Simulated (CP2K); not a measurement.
Checking a run of CP2K on LaS2 (Pna2_1, 24 atoms in the cell). The aim is a self-consistent single point with DFT LDA (Pade form), GPW, DZVP-MOLOPT-SR-GTH basis, GTH-PADE potentials (GTH_POTENTIALS).

Cell that was meant: a = 8.1523 Å, b = 4.1476 Å, c = 16.3821 Å, α = 90.00°, β = 90.00°, γ = 90.00°.

Part of the input:

```
    POTENTIAL_FILE_NAME GTH_POTENTIALS
    &QS
      METHOD GPW
      EPS_DEFAULT 1E-5
    &END QS
    &MGRID
      CUTOFF 500
```

Log, with long lists cut:

```
 GLOBAL| Method name                                                        CP2K
   [... lines left out ...]
                          184               184.000                        1.000

 Number of electrons:                                                        184
 Number of occupied orbitals:                                                 92
 Number of molecular orbitals:                                               121

 Number of orbital functions:                                                416
 Number of independent orbital functions:                                    416
 SCF WAVEFUNCTION OPTIMIZATION

  Step     Update method      Time    Convergence         Total energy    Change
     1 NoMix/Diag. 0.30E+00      -     1.06088495      -421.4849752291 -4.21E+02
     2 Broy./Diag. 0.30E+00      -     0.03661052      -418.4962808522  2.99E+00
     3 Broy./Diag. 0.30E+00      -     0.06574097      -418.9917496142 -4.95E-01
     4 Broy./Diag. 0.30E+00      -     0.00344055      -419.5366009997 -5.45E-01
     5 Broy./Diag. 0.30E+00      -     0.00707125      -419.3607645418  1.76E-01
     6 Broy./Diag. 0.30E+00      -     0.00162541      -419.3172854493  4.35E-02
   [... lines left out ...]
     9 Broy./Diag. 0.30E+00      -     0.00047862      -419.3581574909  1.14E-03
    10 Broy./Diag. 0.30E+00      -     0.00008482      -419.3560831192  2.07E-03
    11 Broy./Diag. 0.30E+00      -     0.00001401      -419.3554328791  6.50E-04
    12 Broy./Diag. 0.30E+00      -     0.00001488      -419.3546984819  7.34E-04
    13 Broy./Diag. 0.30E+00      -     0.00000159      -419.3543611175  3.37E-04
    14 Broy./Diag. 0.30E+00      -     0.00000386      -419.3543356420  2.55E-05
    15 Broy./Diag. 0.30E+00      -     0.00000080      -419.3543314857  4.16E-06
  *** SCF run converged in    15 steps ***

  Overlap energy of the core charge distribution:               0.00000000070116
  Self energy of the core charge distribution:               -897.27988240599120
  Core Hamiltonian energy:                                    186.47931919905992
  Hartree energy:                                             362.06086757782202
  Exchange-correlation energy:                                -70.61463585730426

  Total energy:                                              -419.35433148571235

                     Mulliken Population Analysis

 #  Atom  Element  Kind  Atomic population                           Net charge
       1     La       1         10.774839                              0.225161
   [... lines left out ...]
 STRESS|                        x                   y                   z
 STRESS|      x       -7.19448794803E+04   1.68313918375E+00  -3.25120623604E-01
 STRESS|      y        1.68313918375E+00  -6.57081588817E+04   6.23775178817E-01
 STRESS|      z       -3.25120623604E-01   6.23775178817E-01  -6.09347762784E+04
 STRESS| 1/3 Trace                                            -6.61959382135E+04
```

**Question.** Is anything amiss in this input, and did it matter?

**Answer.** The run is not sound. The fault is a loose overall precision setting. This key sets the screening of integrals and grid mapping; loose values add noise to the density and the energy. To fix it, restore the tighter precision. The run converged in 15 iterations without an error; against the sound input the free energy falls by 34.8 meV/atom, the pressure goes from -3.81 to -6.62 GPa, the largest force goes from 0.116 to 0.136 eV/Å and the gap on the mesh moves little (0.296 to 0.301 eV).

The sound input it was made from differs as follows (other fixes are possible):
```diff
-      EPS_DEFAULT 1E-5
+      EPS_DEFAULT 1E-10
```

With that input, the run converged in 15 iterations: free energy E − TS -11410.3762 eV; top of the valence band (on the code's own zero) 7.33 eV; gap on the k-point mesh 0.30 eV; pressure -3.81 GPa; largest force (vector length) 0.116 eV/Å (DFT LDA (Pade form), GPW, DZVP-MOLOPT-SR-GTH basis, GTH-PADE potentials (GTH_POTENTIALS)).

On the sound input: the starting cell comes from a database of computed structures (which also holds hypothetical and non-ambient phases and stackings), without a prior relaxation at this level. Its lattice was rescaled by a random factor within 2.5 % of one. Values carry the incompleteness of an atom-centred basis. With a pressure of about -4 GPa the cell is away from its equilibrium volume at this level.
